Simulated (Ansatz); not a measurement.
For Ag (P6₃/mmc, No. 194, 2 atoms in the cell; start COD 1509145; another form than the element's usual one), PBEsol (Ansatz, a quantum-chemistry and plane-wave program, plane waves, PAW) gives:

```
Property                   Result
-------------------  ------------
lattice parameter a       2.863 Å
c axis length             4.701 Å
bulk modulus              118 GPa
cohesive energy      3.08 eV/atom
```

**Question.** What does r²SCAN (PAW; Ansatz) give for the same quantities?

**Answer.** 
- lattice constant a: 2.899 Å (grows by 1.3 %)
- lattice parameter c: 4.759 Å (rises by 1.2 %)
- bulk modulus: 103 GPa (shrinks by 13 %)
- cohesive energy: 2.87 eV/atom (drops by 0.21 eV/atom)

Changes are worked out from the printed values.

Unless a cell is named, each level is at its own relaxed cell (PBEsol 16.68, r²SCAN 17.32 Å³/atom).

Caveats: the bulk modulus is −V dP/dV from two relaxed cells at ±2 % in volume (PBEsol, r²SCAN); the relaxation could not lower the start's symmetry, so the cell can be a saddle point above a distorted one (PBEsol, r²SCAN). Ansatz's density-functional and Hartree–Fock values are scalar-relativistic unless marked +SOC, with PAW data made under PBE.
